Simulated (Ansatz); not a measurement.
# Effect of x(Y) = 0.25, 8 atoms, R-3m on NbN

The reference is NbN in the rock salt structure (space group Fm-3m, No. 225; a = 4.4213 Å).

The other end (x = 1) is YN in the rock salt structure (space group Fm-3m, No. 225): 14.76 Å³/atom, gap 0.21 eV.

It is then changed as follows: a fraction x = 0.25 of the Nb sites is given to Y, ordered in a cell of 8 atoms (starting symmetry R-3m) and fully relaxed.

Method: PBE (Ansatz, a program for electronic structure; PAW; 420 eV plane waves; scalar-relativistic without spin-orbit coupling). k-mesh 17×17×17 (Γ-centred); smearing 0.05 eV (Fermi–Dirac), for the changed cell.

```tsv
quantity	base	changed	shift
volume per atom	10.80 Å³	11.54 Å³	+0.74 Å³
density	8.22 g/cm³	7.62 g/cm³	-0.60 g/cm³
shortest interatomic distance	2.211 Å	2.213 Å	+0.002 Å
band gap	zero	zero	–
mixing energy (to 0.01 eV only: unlike meshes or grids)	–	-0.01 eV/atom	–
deviation of the volume from the linear (Vegard-type) interpolation	–	-2.1 %	–
mean first-shell distances	–	Nb–N 2.223 Å (end compound 2.211 Å), Y–N 2.380 Å (end compound 2.453 Å)	–
```

Final structure:

```xyz
8
Lattice="1.6017 0.9248 10.3918 -1.6017 0.9248 10.3918 0.0000 -1.8495 10.3918" Properties=species:S:1:pos:R:3 pbc="T T T"
N      0.0000     0.0000     3.9808
N      0.0000     0.0000    11.8897
N      0.0000     0.0000    19.2858
N      0.0000     0.0000    27.1948
Nb     0.0000     0.0000    23.5138
Y      0.0000     0.0000     0.0000
Nb     0.0000     0.0000     7.6617
Nb     0.0000     0.0000    15.5878
```

These are small ordered cells, not random alloys; other orderings at the same x differ. No phonon test of stability was made. All final runs are without spin polarisation. A zero or small gap of YN can be the functional's error rather than a property of the material.
